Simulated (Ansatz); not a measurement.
# ZrSe2: energy against strain

ZrSe2 (1T layered, P-3m1, 24.290 Å³/atom at rest, c along z) under a strain ε along c (axis z), the other axes held. PBE-D3(BJ) in Ansatz, a plane-wave DFT program (PAW, default set), 420 eV, 14×14×8 Γ-centred mesh, Fermi-Dirac smearing 0.05 eV; ions are relaxed within the symmetry of each cell.

Here s stands for strain and y for E less E0.

| strain (%) | E less E0 (meV/atom) |
|---|---|
| -1.50 | 0.96 |
| -1.00 | 0.43 |
| -0.50 | 0.11 |
| 0.00 | 0.00 |
| 0.50 | 0.07 |
| 1.00 | 0.31 |
| 1.50 | 0.71 |
| 3.00 | ? |

### Question
Using a parabola, estimate the missing y at s = 3.00 from the other rows, showing the fit.

### Answer
Least squares gives y = -0.002 - 0.0736·s + 0.3719·s². Residuals (row less fit): 0.015, -0.014, -0.018, 0.002, 0.016, 0.014, -0.014; standard error 0.018 (degrees of freedom: 4). Twice the quadratic coefficient over the volume, 2 × 0.3719 meV × 10⁴ × 0.1602 / 24.290 Å³, is the elastic constant C33 = 49 ± 1.1 GPa. At the withheld row, y = -0.002 - 0.0736 × 3.0 + 0.3719 × 3.0² = 3.124 meV/atom. The calculation gives 2.72 meV/atom, 0.404 meV/atom below the prediction (14.9 % of the range of y in the table). The row lies outside the fitted rows, so this is an extrapolation. From the scatter of the fitted rows alone, a prediction at this place has a standard error of 0.071 meV/atom, so the miss is 5.7 times that.

One order more, fitted to all 13 runs of the series, follows each within 0.01, so the miss is the next term of a smooth law. This level leaves no gap over 0.05 eV at strain -1.50, -1.00, -0.50, 0.00, where the mesh may be coarse. Rows are the converged runs of the series near zero and its far end; series whose fitted rows scatter by over a few per cent of the range, as at a crossing or softening among them, aren't shown in this form. Most that stay on the fit to the last digits aren't either.
